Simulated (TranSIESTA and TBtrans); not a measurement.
**junction of a Ag chain and a In chain**

Junction: junction of a Ag chain and a In chain. Leads: Ag chain (spacing 2.65 Å) on the left, In chain (2.9 Å) on the right. Geometry: as built, not relaxed.

Computed with TranSIESTA and TBtrans, PBE, DZP numerical orbitals (energy shift 0.15 eV), PseudoDojo norm-conserving scalar-relativistic potentials, mesh cutoff 200 Ry, 300 K, no spin polarisation, no spin-orbit coupling; self-consistent non-equilibrium Green functions.

| Quantity | Result |
|---|---|
| Conductance at 300 K (G0 = 2e²/h) | 0.95 |
| Mean T from −0.5 to 0.5 eV | 0.95 |

Energies count from the leads' Fermi level. Transmissions are for one spin of a degenerate pair. The energy step is 0.02 eV; narrower resonances are cut or missed.

| E (eV) | T | lead channels |
|---|---|---|
| -2.00 | 0.090 | 1 |
| -1.90 | 0.043 | 1 |
| -1.80 | 0.013 | 1 |
| -1.70 | 0 | 0 |
| -1.60 | 0 | 0 |
| -1.50 | 0 | 0 |
| -1.40 | 0 | 0 |
| -1.30 | 0 | 0 |
| -1.20 | 0 | 0 |
| -1.10 | 0.57 | band edge |
| -1.00 | 0.98 | 1 |
| -0.90 | 0.96 | 1 |
| -0.80 | 0.95 | 1 |
| -0.70 | 0.95 | 1 |
| -0.60 | 0.96 | 1 |
| -0.50 | 0.96 | 1 |
| -0.40 | 0.96 | 1 |
| -0.30 | 0.96 | 1 |
| -0.20 | 0.96 | 1 |
| -0.10 | 0.95 | 1 |
| 0.00 | 0.95 | 1 |
| 0.10 | 0.95 | 1 |
| 0.20 | 0.94 | 1 |
| 0.30 | 0.94 | 1 |
| 0.40 | 0.94 | 1 |
| 0.50 | 0.93 | 1 |
| 0.60 | 0.93 | 1 |
| 0.70 | 0.93 | 1 |
| 0.80 | 0.92 | 1 |
| 0.90 | 0.92 | 1 |
| 1.00 | 0.92 | 1 |
| 1.10 | 0.91 | 1 |
| 1.20 | 0.91 | 1 |
| 1.30 | 0.91 | 1 |
| 1.40 | 0.90 | 1 |
| 1.50 | 0.90 | 1 |
| 1.60 | 0.89 | 1 |
| 1.70 | 0.89 | 1 |
| 1.80 | 0.88 | 1 |
| 1.90 | 0.88 | 1 |
| 2.00 | 0.87 | 1 |

The straight chain is held at its spacing; free chains may zigzag or dimerise. No spin-polarised start was tried, so a magnetic state, if there is one, is missed.
